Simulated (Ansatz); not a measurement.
**WSe2, thickness series**

Start from WSe2 in the 2H-MoS2 type structure (space group P6_3/mmc, No. 194; layered, stacked along the Cartesian z axis).

```cif
data_Se4W2
_chemical_formula_sum 'W2 Se4'
_space_group_name_H-M_alt 'P63/mmc'
_space_group_IT_number 194
_space_group_name_Hall '-P 6c 2c'
_cell_length_a 3.29989
_cell_length_b 3.29989
_cell_length_c 13.15129
_cell_angle_alpha 90.000
_cell_angle_beta 90.000
_cell_angle_gamma 120.000
loop_
_atom_site_label
_atom_site_type_symbol
_atom_site_symmetry_multiplicity
_atom_site_Wyckoff_symbol
_atom_site_fract_x
_atom_site_fract_y
_atom_site_fract_z
_atom_site_occupancy
W1 W 2 c 0.33333 0.66667 0.25000 1
Se1 Se 4 f 0.66667 0.33333 0.12336 1
```

Free-standing slabs (3 atom(s) a layer) normal to the stacking axis with 15 Å of vacuum; in-plane cell relaxed.

Calculations: r2SCAN+rVV10, PAW, 500 eV (Ansatz, an electronic-structure program; no SOC).

Notes on the quantities. hole mass: in plane; layer's space group: with vacuum; excess energy per area of both faces: slab less bulk energy over the cell's area: twice a surface energy.

| change | gap character | band gap | hole mass | layer's space group | excess energy per area of both faces |
|---|---|---|---|---|---|
| base | – | 1.12 eV | – | – | – |
| 1 layer | direct at K | 1.70 eV | 0.42 mₑ (at K) | P-6m2 (No. 187) | 0.37 J/m² |
| 2 layers | indirect, Γ → K–Γ (47 % along) | 1.52 eV | 1.2 mₑ (at Γ) | P-3m1 (No. 164) | 0.38 J/m² |
| 3 layers | indirect, Γ → K–Γ (45 % along) | 1.33 eV | 0.95 mₑ (at Γ) | P-6m2 (No. 187) | 0.39 J/m² |
| 4 layers | indirect, Γ → K–Γ (45 % along) | 1.25 eV | 0.87 mₑ (at Γ) | P-3m1 (No. 164) | 0.39 J/m² |

Slab and bulk use different k-meshes, which limits the precision of the excess energy. Spin-orbit coupling, missing from the scalar runs, can matter with W. Effective masses come from finite differences of ±0.01 Å⁻¹. Stability against distortions was not tested. Labels are those of the standard path for the cell's own space group.
